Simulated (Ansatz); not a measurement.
Sensitivity of a calculation on Ba2FeWO6 (P1, 10 atoms in the cell) to its settings

```
CELL_PARAMETERS angstrom
      0.00000     4.06750     4.06750
      4.06750     0.00000     4.06750
      4.06750     4.06750     0.00000
ATOMIC_POSITIONS crystal
  Ba 0.25001 0.22746 0.24857
  Ba 0.77494 0.74772 0.74168
  W  0.99678 0.01270 0.99652
  O  0.78757 0.21976 0.22432
  O  0.22448 0.77774 0.21966
  O  0.22258 0.75901 0.75786
  O  0.77118 0.23190 0.78799
  O  0.22853 0.22213 0.78268
  O  0.75910 0.78019 0.23951
  Fe 0.48483 0.52139 0.50122
```
Moments meant for the start (each program seeds them in its own way; μB, in the order of the atoms Ba Ba W O O O O O O Fe): 0.0 0.0 0.0 0.0 0.0 0.0 0.0 0.0 0.0 4.0.

Base run A: PBEsol, default PAW files made with PBE (Ansatz, an electronic-structure program), self-consistent single point.

Its settings: kpoints.mp_grid.grid = 3 3 3; kpoints.mp_grid.shift = 0.5 0.5 0.5; hamiltonian.xc = pbesol; hamiltonian.pseudopotentials = {kind: paw} (the program's default PAW files); magnetization.spin_polarized = true; scf.occupations.method = gaussian; scf.occupations.width = 0.136 eV.

The starting cell comes from a database of published, mostly measured structures (it also holds non-ambient and calculated ones), without a prior relaxation at this level. Its atoms were displaced at random from the sites of space group no. 225. With one magnetic atom in the cell only a parallel order is possible. In the base run, with a pressure of about 11 GPa the cell is away from its equilibrium volume at this level. In the base run, forces exceed 1 eV/Å. Ansatz's pressure includes its estimate of the finite-basis (Pulay) stress. Without a gap this mesh is coarse (it stands for a supercell whose shortest vector is 17 Å).

ΔF is the free energy per atom less that of run A. A dash stands where there is no value to compare (another energy zero or no entropy term, no result, no spin, no clean gap, or a mesh too coarse for one). Absolute energies have different zeros for different potentials, functionals, Hubbard and dispersion terms and are not compared across them.

```csv
run,change,ΔF (meV/atom),pressure (GPa),largest force (eV/Å),size of the net moment (μB/atom),k-points
A,base,0.00,11.02,6.185,0.40,14
B,kpoints.mp_grid.grid: 3 3 3 → 2 2 2; scf.occupations.width: 0.136 eV → 0.3 eV,-6.8,11.12,6.146,0.40,4
C,scf.occupations.width: 0.136 eV → 0.05 eV,1.56,11.01,6.181,0.40,14
D,hamiltonian.dispersion: default → d3bjatm [PBEsol-D3BJ-ATM],–,8.58,6.188,0.40,14
E,scf.convergence.dr2_threshold: default (1e-07 eV) → 0.001 eV,0.01,11.01,6.186,0.40,14
F,scf.mixing.algorithm: default (the program chose MSR1) → broyden; scf.mixing.beta: default → 0.05,0.00,11.02,6.185,0.40,14
G,scf.lower_state_search: default → standard,0.00,11.02,6.185,0.40,14
H,scf.mixing.algorithm: default (the program chose MSR1) → msr1; scf.mixing.ndim: default → 12,0.00,11.02,6.185,0.40,14
I,scf.mixing.preconditioner: default (the program chose Kerker) → none,0.00,11.02,6.185,0.40,14
```

Run C against A: The free energy goes up by 1.6 meV/atom, the pressure hardly changes (11.02 to 11.01 GPa), the largest force moves little (6.185 to 6.181 eV/Å) and the size of the net moment stays at 0.40 μB/atom.

Run B against A: The free energy falls by 6.8 meV/atom, the pressure hardly changes (11.02 to 11.12 GPa), the largest force goes from 6.185 to 6.146 eV/Å and the size of the net moment stays at 0.40 μB/atom.

Run D against A: The pressure goes from 11.02 to 8.58 GPa, the largest force hardly changes (6.185 to 6.188 eV/Å) and the size of the net moment stays at 0.40 μB/atom.

Keys are those of Ansatz 0.2.
